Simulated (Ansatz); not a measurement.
Consider PtTe₂ (space group P-3m1, No. 164; a = 4.0090 Å, c = 4.9600 Å; layered; relaxed with 0.1 eV smearing).

Computed with PBEsol-D3(BJ) (Ansatz, an electronic-structure program), no spin-orbit coupling.

Strains are applied to the cell and any free atomic positions relax.

One change was made to it. Results:

```tsv
quantity	base	after
energy relative to the base (free energy F)	0 meV/atom	+47 meV/atom
pressure (mean of the normal stresses, compression positive)	0.0 GPa	-6.4 GPa
largest internal atomic displacement	–	0.070 Å
```

**Question.** Name the change that was made.
A. isotropic strain +2.00 %
B. isotropic strain −2.50 %
C. isotropic strain +3.00 %

**Answer.** C, isotropic strain +3.00 %. For comparison, the energy relative to the base in the other runs: isotropic strain +2.00 % gives +22 meV/atom; isotropic strain −2.50 % gives +42 meV/atom.

No phonon test of stability was made. All final runs are without spin polarisation.
